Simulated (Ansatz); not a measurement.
The reference is Nb in the bcc (W type) structure (space group Im-3m, No. 229; a = 3.273 Å; relaxed with 0.1 eV smearing). Axes: x, y, z lie along the cube axes.

Level of theory: Kohn–Sham DFT with the PBEsol functional, run in Ansatz (a quantum-chemistry and plane-wave program) with PAW and 420 eV plane waves, no SOC.

Strains are applied to the cell and any free atomic positions relax; under biaxial strain the out-of-plane vector relaxes too.

One change was made to it. Results:

| quantity | base | after |
|---|---|---|
| energy relative to the base (free energy F) | 0 meV/atom | +0.7 meV/atom |
| shortest interatomic distance | 2.834 Å | 2.839 Å |

Problem. Name the change that was made.
A. biaxial strain +2.00 %, plane normal [001], relaxed out of plane
B. biaxial strain −3.00 %, plane normal [001], relaxed out of plane
C. biaxial strain +3.00 %, plane normal [001], relaxed out of plane
D. biaxial strain +0.50 %, plane normal [001], relaxed out of plane
E. biaxial strain −1.00 %, plane normal [001], relaxed out of plane

Solution. D, biaxial strain +0.50 %, plane normal [001], relaxed out of plane. For comparison, the energy relative to the base in the other runs: biaxial strain −3.00 %, plane normal [001], relaxed out of plane gives +28 meV/atom; biaxial strain −1.00 %, plane normal [001], relaxed out of plane gives +2.9 meV/atom; biaxial strain +3.00 %, plane normal [001], relaxed out of plane gives +22 meV/atom; biaxial strain +2.00 %, plane normal [001], relaxed out of plane gives +10 meV/atom.

Stability against distortions was not tested. The final runs are not spin-polarised.
